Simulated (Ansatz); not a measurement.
An Ansatz (a first-principles code) input (PBE-D3(BJ)/PAW in Ansatz, no SOC, earlier PAW set):

Ansatz 0.2 input:
```yaml
crystal:
  lattice:
    - [3.6428746758, 0, 0]
    - [0, 12.1296079441, 0]
    - [0, 0, 6.3276795201]
  atoms:
    - { symbol: Te, position: [0, 0, 0.3340918596] }
    - { symbol: Sn, position: [0.5, 0, 0.8341988541] }
    - { symbol: Te, position: [0.5, 0.5, 0.1661659825] }
    - { symbol: Te, position: [0, 0.5, 0.6659463742] }
    - { symbol: S, position: [0, 0.3590669267, 0.3310381732] }
    - { symbol: S, position: [0.5, 0.3587837375, 0.830538856] }
    - { symbol: S, position: [0.5, 0.8622678497, 0.1578502816] }
    - { symbol: S, position: [0, 0.8644133841, 0.680371154] }
    - { symbol: S, position: [0.5, 0.1377321503, 0.1578502816] }
    - { symbol: S, position: [0, 0.1355866159, 0.680371154] }
    - { symbol: S, position: [0, 0.6409330733, 0.3310381732] }
    - { symbol: S, position: [0.5, 0.6412162625, 0.830538856] }
basis: { ecutwfc: 420, ecutrho_ratio: 4, xc_grid: 2, fft_grid_basis: typed }
kpoints: { mp_grid: { grid: [9, 3, 5] } }
hamiltonian:
  xc: pbe
  dispersion: d3bj
  pseudopotentials: { azcp: { folder: ./paw }, kind: paw }
scf: { occupations: { method: fermi_dirac, width: 0.05 }, convergence: { dr2_threshold: 0.0000000012 } }
output: { forces: true, stress: true }
checkpoint: { write: state.ck, write_every: 1000 }
```

Problem. Which symmetry and how many k-points will the program report, and about how many plane waves at Γ?

Solution. Space group Pmm2 (ITA 25) with 4 operations, k-points 30 of 135, and 5429 plane waves at Γ.

These are small ordered cells, not random alloys; other orderings at the same x differ. Whether these cells are dynamically stable was not tested. The cell was made from SnS2 by this change: x(Te) = 0.75, 12 atoms, Pmm2.
